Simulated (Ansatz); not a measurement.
Worked example: self-consistent single point of Li2Al (Cmcm, 6 atoms in the cell) in Ansatz (an electronic-structure program).

Method of the run: r2SCAN, default PAW files made with PBE (plane waves; Ansatz).

```xyz
6
Lattice="2.2923 -4.8332 0.0000 2.2923 4.8332 0.0000 0.0000 0.0000 4.4309" Properties=species:S:1:pos:R:3 pbc="T T T"
Li     2.2923     2.4998     1.1077
Li     2.2923    -2.4998     3.3232
Li     2.2923    -0.8686     1.1077
Li     2.2923     0.8686     3.3232
Al     2.2923    -4.1084     1.1077
Al     2.2923     4.1084     3.3232
```

Reference input (self-consistent single point, DFT, r2SCAN, plane waves, default PAW files made with PBE): kpoints.mp_grid.grid = 8 8 8; hamiltonian.xc = r2scan; hamiltonian.pseudopotentials = {kind: paw} (the program's default PAW files); scf.occupations.method = methfessel_paxton; scf.occupations.width = 0.1 eV. This run's input differs from it in these lines:

Ansatz 0.2 input:
```diff
@@ -15,2 +15,3 @@
     grid: [8, 8, 8]
+    shift: [0.5, 0.5, 0.5]
 hamiltonian:
```

Log, with long lists cut:

```
SCF iter   1: F=—  HF=-1902.325784 eV  |F-HF|=—  |Δ(HF+E_count)|=         —  Δρ=3.04e-3  dr2=1.18e-2  dr2_τ=9.84e-3  ethr=1.77e-3  ⟨swp⟩=6.0  Hψ=7432  notcnv=0  defer=3
all-band conjugate gradients solve this SCF's bands
preconditioner: auto → Kerker (q_TF=auto, 2.056 Å⁻¹)
SCF iter   2: F=—  HF=-1902.363209 eV  |F-HF|=—  |Δ(HF+E_count)|=   3.74e-2  S|Δr|=    0.00e0  Δρ=1.96e-3  dr2=6.16e-3  dr2_τ=3.50e-5  ethr=6.57e-5  ⟨swp⟩=2.0  Hψ=2930  notcnv=0  defer=110
   [... lines left out ...]
SCF iter   4: F=—  HF=-1902.363636 eV  |F-HF|=—  |Δ(HF+E_count)|=   2.08e-5  S|Δr|=    0.00e0  Δρ=1.08e-4  dr2=1.98e-5  dr2_τ=2.13e-7  ethr=2.36e-6  ⟨swp⟩=2.1  Hψ=1462  notcnv=0  defer=110
SCF iter   5: F=—  HF=-1902.363645 eV  |F-HF|=—  |Δ(HF+E_count)|=   9.33e-6  S|Δr|=    0.00e0  Δρ=3.80e-5  dr2=2.40e-6  dr2_τ=5.99e-9  ethr=1.10e-7  ⟨swp⟩=2.0  Hψ=1466  notcnv=0  defer=110
SCF iter   6: F=-1902.363646 eV  HF=-1902.363646 eV  |F-HF|=2.29e-8  |Δ(HF+E_count)|=   9.37e-7  S|Δr|=    0.00e0  Δρ=4.51e-6  dr2=2.72e-8  dr2_τ=1.65e-10  ethr=5.56e-10  ⟨swp⟩=7.4  Hψ=6591  notcnv=0
SCF 1 converged in 6 iterations: F = -1902.363646 eV  dr2 = 2.72e-8
Stability not checked (fill_not_monotonic)
Free energy (F): -1902.363646 eV
Internal energy: -1902.362560 eV  (E = F + TS)
E sigma→0 (E₀):  -1902.363374 eV
Entropy (-TS):   -0.001085 eV (-0.181 meV/atom)
Fermi energy:    3.406255 eV
--- Forces (eV/Å), atoms counted from 1 ---
  atom   1  Li    -0.00000000     0.01609075     0.00000000
  atom   2  Li     0.00000000    -0.01609075     0.00000000
  atom   3  Li     0.00000000    -0.01496631     0.00000000
  atom   4  Li    -0.00000000     0.01496631    -0.00000000
  atom   5  Al     0.00000000     0.00021691    -0.00000000
  atom   6  Al    -0.00000000    -0.00021691     0.00000000
--- Stress (GPa, compression-positive) ---
        0.366864       0.000000      -0.000000
        0.000000       0.236146       0.000000
       -0.000000       0.000000       0.643605
  P = ⅓ Tr σ = 0.4155 GPa (4.155 kbar)
  The stress holds the Pulay correction. Without it, at fixed plane waves, as pw.x and ABINIT print it: P = 0.4100 GPa
```

The run converged in 6 iterations. Against the reference run the free energy falls by 1.9 meV/atom, the pressure moves little (0.39 to 0.42 GPa) and the largest force hardly changes (0.013 to 0.016 eV/Å).

The starting cell comes from a database of computed structures (which also holds hypothetical and non-ambient phases and stackings), without a prior relaxation at this level. Ansatz's pressure includes its estimate of the finite-basis (Pulay) stress.
